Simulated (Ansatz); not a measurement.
## A self-consistent single point of TiSi2 (Cmcm, 6 atoms in the cell) with Ansatz

Method: PBE, harder PAW files (source: ansatz) (plane waves; Ansatz, a quantum-chemistry and plane-wave program).

Input as run:

Ansatz 0.2 input:
```yaml
# TiSi2
crystal:
  lattice:
    - [1.769518, -6.776178, 0.000000]
    - [1.769518, 6.776178, 0.000000]
    - [0.000000, 0.000000, 3.574083]
  atoms:
    - { symbol: Ti, position: [0.896880, 0.103120, 0.750000] }
    - { symbol: Ti, position: [0.103120, 0.896880, 0.250000] }
    - { symbol: Si, position: [0.558250, 0.441750, 0.750000] }
    - { symbol: Si, position: [0.441750, 0.558250, 0.250000] }
    - { symbol: Si, position: [0.249690, 0.750310, 0.750000] }
    - { symbol: Si, position: [0.750310, 0.249690, 0.250000] }
basis:
  ecutwfc: 740.0
kpoints:
  mp_grid:
    grid: [10, 10, 9]
hamiltonian:
  xc: pbe
  pseudopotentials:
    kind: paw
    source: ansatz
scf:
  occupations:
    method: fermi_dirac
    width: 0.1
output:
  forces: true
  eigenvalues: true
  stress: true
```

Output (repeated stretches shortened):

```
WARN ansatz: RAYON_NUM_THREADS=1 ignored (pool sized by the plan → 1); use --threads N
Pseudopotentials: kind: paw
Pseudopotential: Ti, paw, valence charge 12
Pseudopotential: Si, paw, valence charge 4
Crystal: 6 atoms, lattice volume = 85.711 Å³
Basis set: ecut = 740 eV, 3935 PW (Γ), exchange–correlation on 128×128×64 points (8 copies of the dense FFT grid, shifted against one another)
Bands: 26, of which v1, the nominal top of the filled ones, is band 20 counted from 1 (19 counted from 0)
Symmetry: 8 space group operations
Space group: Cmcm (ITA 63), of the structure as read, at distance tolerance 4.4e-5 Å
k-points: 155 of 900
Initial density: superposition of atomic densities (chi_scale 0.1, normalization cell, long waves kept (reshape's long-wave potential 0.03 eV rms))
Initial wavefunctions: pseudopotential atomic-orbital guess
Eigensolver: davidson
Functional: x = pbe(κ = 0.804, μ = 0.2195149727645171), c = pbe(β = 0.06672455060314922)
SCF iter   1: F=—  HF=-7548.493647 eV  |F-HF|=—  |Δ(HF+E_count)|=         —  Δρ=9.72e-2  dr2=1.18e1  ethr=3.10e-3  ⟨swp⟩=7.5  Hψ=21582  notcnv=0
all-band conjugate gradients solve this SCF's bands
preconditioner: auto → Kerker (q_TF=auto, 2.403 Å⁻¹)
SCF iter   2: F=—  HF=-7545.976298 eV  |F-HF|=—  |Δ(HF+E_count)|=    2.52e0  Δρ=3.16e-2  dr2=8.59e-1  ethr=3.10e-3  ⟨swp⟩=4.0  Hψ=11185  notcnv=0
SCF iter   3: F=—  HF=-7545.897745 eV  |F-HF|=—  |Δ(HF+E_count)|=   7.86e-2  Δρ=1.80e-2  dr2=3.24e-1  ethr=2.15e-3  ⟨swp⟩=2.0  Hψ=4859  notcnv=0
SCF iter   4: F=—  HF=-7545.835704 eV  |F-HF|=—  |Δ(HF+E_count)|=   6.20e-2  Δρ=1.72e-3  dr2=5.96e-3  ethr=8.10e-4  ⟨swp⟩=2.3  Hψ=6053  notcnv=0
SCF iter   5: F=—  HF=-7545.835224 eV  |F-HF|=—  |Δ(HF+E_count)|=   4.80e-4  Δρ=7.80e-4  dr2=5.79e-4  ethr=1.49e-5  ⟨swp⟩=2.2  Hψ=6388  notcnv=0
SCF iter   6: F=—  HF=-7545.835162 eV  |F-HF|=—  |Δ(HF+E_count)|=   6.23e-5  Δρ=1.78e-4  dr2=3.90e-5  ethr=1.45e-6  ⟨swp⟩=2.8  Hψ=7717  notcnv=0
SCF iter   7: F=—  HF=-7545.835332 eV  |F-HF|=—  |Δ(HF+E_count)|=   1.70e-4  Δρ=2.72e-5  dr2=9.69e-7  ethr=9.74e-8  ⟨swp⟩=2.2  Hψ=5346  notcnv=0
SCF iter   8: F=-7545.835332 eV  HF=-7545.835332 eV  |F-HF|=3.57e-8  |Δ(HF+E_count)|=   1.08e-7  Δρ=6.08e-6  dr2=5.06e-8  ethr=2.50e-10  ⟨swp⟩=8.4  Hψ=21365  notcnv=0
SCF 1 converged in 8 iterations: F = -7545.835332 eV  dr2 = 5.06e-8
SCF converged after 8 iterations
Free energy (F): -7545.835332 eV
Harris-Foulkes:  -7545.835332 eV  (|F-HF|=3.57e-8)
Internal energy: -7545.782168 eV  (E = F + TS)
E sigma→0 (E₀):  -7545.808750 eV
Entropy (-TS):   -0.053164 eV (-8.861 meV/atom)
Fermi energy:    12.816413 eV
--- Per-component energies (eV) ---
  E_band       = -229.183889
  E_kinetic    = 1167.507770
  E_local      = -3135.858531  (includes V_loc(G=0)·N_el)
  E_nonlocal   = 730.024691
  E_hartree    = 927.603668
  E_xc         = -590.870904
  E_vxc        = -639.354057  (∫ρ·V_xc dr)
  E_paw        = -4004.963461  (= ΣΔE_a)
  E_vpaw       = -206.715142  (= ΣTr[D̂ρ^β])
  E_aug_tail   = 0.000000  (compensation charges beyond the density's cutoff)
  E_ewald      = -2639.225402
  E_smearing   = -0.053164  (= −TS)
  E_closure    = -0.000000  (closes the sum)
  Σ components = -7545.835332   (vs F -7545.835332, Δ=0.00e0)
--- Forces (eV/Å), atoms counted from 1 ---
  atom   1  Ti    -0.00000000     0.01421051    -0.00000000
  atom   2  Ti     0.00000000    -0.01421051     0.00000000
  atom   3  Si    -0.00000000    -0.15529422     0.00000000
  atom   4  Si     0.00000000     0.15529422    -0.00000000
  atom   5  Si     0.00000000     0.00337154    -0.00000000
  atom   6  Si    -0.00000000    -0.00337154     0.00000000
  max |Σ_I F_I| component: 2.82e-17 eV/Å
--- Stress (GPa, compression-positive) ---
        0.726035      -0.000000       0.000000
       -0.000000       0.699255       0.000000
        0.000000       0.000000       1.035978
  P = ⅓ Tr σ = 0.8204 GPa (8.204 kbar)
  The stress holds the Pulay correction. Without it, at fixed plane waves, as pw.x and ABINIT print it: P = 0.8182 GPa
--- Band table (eV; the first three rows and the last of 155) ---
  k-point 0: bands = ["-43.9950", "-43.9860", "-20.3512", "-20.3120", "-20.3015", "-20.2995", "-20.2759", "-20.2657", "-0.2218", "1.9682", "4.3107", "9.4345", "9.7434", "9.9194", "10.2292", "10.2988", "10.6906", "10.7353", "10.7468", "13.2892", [...]
  k-point 1: bands = ["-43.9944", "-43.9859", "-20.3492", "-20.3110", "-20.3102", "-20.2992", "-20.2824", "-20.2652", "-0.0761", "2.0913", "4.4412", "8.1149", "9.1109", "10.0008", "10.2607", "10.7236", "10.7298", "10.7527", "11.2079", "12.9977", [...]
  k-point 2: bands = ["-43.9925", "-43.9856", "-20.3464", "-20.3298", "-20.3082", "-20.2986", "-20.2963", "-20.2669", "0.3566", "2.4593", "4.7597", "6.5614", "7.7076", "9.8923", "10.2140", "10.6772", "10.8896", "10.9605", "12.1014", "12.5263", [...]
  k-point 154: bands = ["-43.9879", "-43.9863", "-20.3642", "-20.3634", "-20.3015", "-20.2992", "-20.2908", "-20.2815", "2.4534", "2.9802", "3.6475", "4.1383", "8.8027", "9.1211", "9.6933", "9.8744", "10.7014", "10.9324", "11.5762", "12.3318", [...]
```

The run converged in 8 iterations.

The starting cell comes from a database of computed structures (which also holds hypothetical and non-ambient phases and stackings), without a prior relaxation at this level. Its lattice was rescaled by a random factor within 2.5 % of one. Spin polarisation is off. Ansatz's pressure includes its estimate of the finite-basis (Pulay) stress.

Cost on one core of a shared machine: roughly 50 s.
